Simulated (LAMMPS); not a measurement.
CdTe (zinc blende) at 1620 K and zero pressure, started from the crystal, with several potentials, in cells of their own sizes.

Interatomic potentials used:
- CdTe.sw: classical MD, pair style sw, file CdTe.sw (LAMMPS); Wang, Stroud and Markworth, Phys Rev B, 40, 3129 (1989).
- CdTeZnSeHgS0.sw: classical MD, pair style sw, file CdTeZnSeHgS0.sw (LAMMPS); Zhou, Ward, Martin, van Swol, Cruz-Campa, and D. Zubia, Phys. Rev. B, 88, 085309 (2013).
- bond-order CdTe.bop.table: classical MD, pair style bop, file CdTe.bop.table (LAMMPS); Ward, Zhou, Wong, Doty, and Zimmerman, Phys Rev B, 85, 115206 (2012)
- bond-order CdTeSe.bop.table: classical MD, pair style bop, file CdTeSe.bop.table (LAMMPS); Zhou, Foster, van Swol, Martin, and Wong, J. Phys. Chem., 118, 20661 (2014)
- bond-order CdZnTe_v2.bop.table: classical MD, pair style bop, file CdZnTe_v2.bop.table (LAMMPS); Ward, Zhou, Wong, and Doty, J. Mol. Model., 19, 5469 (2013)

```json
[
 {"potential": "bond-order CdTe.bop.table", "state": "crystal; no diffusion seen in 15 ps", "volume": "41.52 ± 0.03 Å³/atom", "first peak of g(r), Cd-Te": "2.96 Å, height 6.8", "coordination number of Cd by Te": "4.00 (counted to 4.22 Å)", "mean phonon frequency": "3.3 THz", "rough cost (ms per atom and simulated ps)": "10 to 30"},
 {"potential": "bond-order CdTeSe.bop.table", "state": "crystal; no diffusion seen in 15 ps", "volume": "35.61 ± 0.01 Å³/atom", "first peak of g(r), Cd-Te": "2.82 Å, height 6.8", "coordination number of Cd by Te": "4.00 (counted to 4.06 Å)", "mean phonon frequency": "3.3 THz", "rough cost (ms per atom and simulated ps)": "10 to 30"},
 {"potential": "bond-order CdZnTe_v2.bop.table", "state": "crystal; no diffusion seen in 15 ps", "volume": "35.61 ± 0.03 Å³/atom", "first peak of g(r), Cd-Te": "2.84 Å, height 6.5", "coordination number of Cd by Te": "4.00 (counted to 4.02 Å)", "mean phonon frequency": "3.4 THz", "rough cost (ms per atom and simulated ps)": "10 to 30"},
 {"potential": "CdTe.sw", "state": "crystal; no diffusion seen in 30 ps", "volume": "36.156 ± 0.003 Å³/atom", "first peak of g(r), Cd-Te": "2.85 Å, height 5.6", "coordination number of Cd by Te": "3.99 (counted to 3.90 Å)", "mean phonon frequency": "2.9 THz", "rough cost (ms per atom and simulated ps)": "1 to 3"},
 {"potential": "CdTeZnSeHgS0.sw", "state": "crystal; no diffusion seen in 30 ps", "volume": "35.148 ± 0.003 Å³/atom", "first peak of g(r), Cd-Te": "2.82 Å, height 6.8", "coordination number of Cd by Te": "4.00 (counted to 3.94 Å)", "mean phonon frequency": "3.5 THz", "rough cost (ms per atom and simulated ps)": "1 to 3"}
]
```

Costs are rough: whole-run CPU time with set-up and analysis, from shared machines, in bands a factor of about three wide.

Caution: with bond-order CdTe.bop.table the 0 K volume of this crystal is 17 % off the measured one.

Caution (rows bond-order CdTe.bop.table; bond-order CdTeSe.bop.table; bond-order CdZnTe_v2.bop.table): a run this short can hold a crystal over, or a liquid under, the potential's own melting point, which these runs don't give.

Caution (row bond-order CdTeSe.bop.table): enthalpy drifts during the constant-pressure average: a transition or slow ageing; fluctuation values are void.

Caution (row CdTe.sw): this crystal lies over the melting point of about 1360 K that CdTe.sw gives, so it is superheated.

States go by the mean squared displacement: a species diffuses where it passes 1.5 Å², still rises and gives D over 1e-6 cm²/s; a crystal has left its structure where atoms lie 0.35 Å off their sites on average or a cubic box changes its shape by 3 %, or the axial ratios of another lie 8 % off the starting cell's, which the potential's own relaxation can also do.

Uncertainties are statistical and leave out the potential's own error.
